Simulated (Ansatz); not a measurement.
Output of an Ansatz run (abridged):

```
WARN ansatz: RAYON_NUM_THREADS=1 ignored (pool sized by the plan → 1); use --threads N
Pseudopotentials: kind: paw
Pseudopotential: Cu, paw, valence charge 19
Pseudopotential: Pd, paw, valence charge 18
Crystal: 2 atoms, lattice volume = 26.080 Å³
Basis set: ecut = 420 eV, 485 PW (Γ)
Bands: 23, of which v1, the nominal top of the filled ones, is band 19 counted from 1 (18 counted from 0)
Symmetry: 48 space group operations
Space group: Pm-3m (ITA 221), of the structure as read, at distance tolerance 3.0e-5 Å
k-points: 56 of 1331
PAW frozen core: Cu, regenerated for the run's functional, and the local potential with it
PAW frozen core: Pd, regenerated for the run's functional, and the local potential with it
Initial density: superposition of atomic densities (neutral atoms: chi_scale 0, normalization atom), corrected by the library's trained network
Initial wavefunctions: pseudopotential atomic-orbital guess
Eigensolver: davidson
Functional: x = slater, c = lda
SCF iter   1: F=—  HF=-13400.508483 eV  |F-HF|=—  |Δ(HF+E_count)|=         —  Δρ=1.66e-2  dr2=3.96e-2  ethr=1.77e-3  ⟨swp⟩=5.6  Hψ=5401  notcnv=0
all-band conjugate gradients solve this SCF's bands
preconditioner: auto → none
SCF iter   2: F=—  HF=-13400.500414 eV  |F-HF|=—  |Δ(HF+E_count)|=   8.07e-3  Δρ=5.91e-3  dr2=9.82e-3  ethr=1.07e-4  ⟨swp⟩=2.2  Hψ=2452  notcnv=0  defer=4
SCF iter   3: F=—  HF=-13400.498551 eV  |F-HF|=—  |Δ(HF+E_count)|=   1.86e-3  Δρ=1.39e-3  dr2=2.76e-4  ethr=2.65e-5  ⟨swp⟩=2.4  Hψ=1880  notcnv=0  defer=4
SCF iter   4: F=—  HF=-13400.498476 eV  |F-HF|=—  |Δ(HF+E_count)|=   7.52e-5  Δρ=3.86e-4  dr2=2.91e-5  ethr=7.47e-7  ⟨swp⟩=1.9  Hψ=1860  notcnv=0  defer=4
SCF iter   5: F=—  HF=-13400.498472 eV  |F-HF|=—  |Δ(HF+E_count)|=   4.22e-6  Δρ=4.30e-5  dr2=2.22e-7  ethr=7.86e-8  ⟨swp⟩=1.4  Hψ=1397  notcnv=0  defer=4
SCF iter   6: F=-13400.498472 eV  HF=-13400.498472 eV  |F-HF|=2.63e-9  |Δ(HF+E_count)|=   3.36e-8  Δρ=3.09e-6  dr2=2.26e-9  ethr=2.70e-10  ⟨swp⟩=5.6  Hψ=5121  notcnv=0
SCF 1 converged in 6 iterations: F = -13400.498472 eV  dr2 = 2.26e-9
SCF converged after 6 iterations
Free energy (F): -13400.498472 eV
Harris-Foulkes:  -13400.498472 eV  (|F-HF|=2.63e-9)
Internal energy: -13400.490714 eV  (E = F + TS)
E sigma→0 (E₀):  -13400.494593 eV
Entropy (-TS):   -0.007758 eV (-3.879 meV/atom)
Fermi energy:    18.107681 eV
--- Per-component energies (eV) ---
  E_band       = -478.405077
  E_kinetic    = 815.271399
  E_local      = -5822.631258  (includes V_loc(G=0)·N_el)
  E_nonlocal   = 618.644024
  E_hartree    = 2511.846768
  E_xc         = -257.069108
  E_vxc        = -327.272951  (∫ρ·V_xc dr)
  E_paw        = -5217.312386  (= ΣΔE_a)
  E_vpaw       = -786.111196  (= ΣTr[D̂ρ^β])
  E_aug_tail   = 0.000311  (compensation charges beyond the density's cutoff)
  E_ewald      = -6050.370858
  E_core_change = 1.130394  (= ΣΔE_core)
  E_smearing   = -0.007758  (= −TS)
  E_closure    = -0.000000  (closes the sum)
  Σ components = -13400.498472   (vs F -13400.498472, Δ=0.00e0)
--- Forces (eV/Å), atoms counted from 1 ---
  atom   1  Cu    -0.00000000     0.00000000     0.00000000
  atom   2  Pd    -0.00000000    -0.00000000    -0.00000000
  max |Σ_I F_I| component: 1.46e-29 eV/Å
--- Stress (GPa, compression-positive) ---
       -6.757449      -0.000000       0.000000
       -0.000000      -6.757449       0.000000
        0.000000       0.000000      -6.757449
  P = ⅓ Tr σ = -6.7574 GPa (-67.574 kbar)
  The stress holds the Pulay correction. Without it, at fixed plane waves, as pw.x and ABINIT print it: P = -6.8258 GPa
--- Band table (eV; the first three rows and the last of 56) ---
  k-point 0: bands = ["-92.8158", "-65.5528", "-50.6345", "-50.6345", "-50.6345", "-31.3003", "-31.3003", "-31.3003", "10.1141", "13.4437", "13.4437", "15.5895", "15.5895", "15.5895", "16.9850", "16.9850", "17.9995", "17.9995", "17.9995", "27.0592", [...]
  k-point 1: bands = ["-92.8158", "-65.5523", "-50.6352", "-50.6344", "-50.6344", "-31.3084", "-31.2997", "-31.2997", "10.2765", "13.5090", "13.5269", "15.5884", "15.5884", "15.6325", "16.9168", "17.0122", "17.8450", "17.8450", "17.9519", "26.1141", [...]
  k-point 2: bands = ["-92.8157", "-65.5509", "-50.6371", "-50.6342", "-50.6342", "-31.3302", "-31.2981", "-31.2981", "10.7497", "13.6996", "13.7493", "15.5924", "15.5924", "15.7575", "16.7176", "17.0889", "17.4550", "17.4550", "17.8143", "24.1935", [...]
  k-point 55: bands = ["-92.8144", "-65.5333", "-50.6421", "-50.6420", "-50.6420", "-31.3804", "-31.3803", "-31.3803", "14.0402", "14.1356", "14.1356", "15.3788", "15.3788", "15.3902", "16.8497", "16.8497", "17.8891", "17.8891", "24.2983", [...]
```

The structure:

```xyz
2
Lattice="2.9655 0.0000 0.0000 0.0000 2.9655 0.0000 0.0000 0.0000 2.9655" Properties=species:S:1:pos:R:3 pbc="T T T"
Cu     0.0000     0.0000     0.0000
Pd     1.4828     1.4828     1.4828
```

**Question.** What input produced this log?

**Answer.** Other spellings and defaults could give the same log, and not every line can be read from it. The input that was run (DFT, LDA (PW92), plane waves, default PAW files made with PBE):

Ansatz 0.2 input:
```yaml
# CuPd
crystal:
  lattice:
    - [2.96551800, 0.00000000, 0.00000000]
    - [0.00000000, 2.96551800, 0.00000000]
    - [0.00000000, 0.00000000, 2.96551800]
  atoms:
    - { symbol: Cu, position: [0.00000000, 0.00000000, 0.00000000] }
    - { symbol: Pd, position: [0.50000000, 0.50000000, 0.50000000] }
basis:
  ecutwfc: 420.0
kpoints:
  mp_grid:
    grid: [11, 11, 11]
hamiltonian:
  xc: lda
  pseudopotentials:
    kind: paw
scf:
  occupations:
    method: gaussian
    width: 0.1
output:
  forces: true
  eigenvalues: true
  stress: true
```

The starting cell comes from a database of computed structures (which also holds hypothetical and non-ambient phases and stackings), without a prior relaxation at this level. Its lattice was rescaled by up to half a per cent. Spin polarisation is off. With a pressure of about -7 GPa the cell is away from its equilibrium volume at this level. Ansatz's pressure includes its estimate of the finite-basis (Pulay) stress.

Ansatz is a quantum-chemistry and plane-wave program.
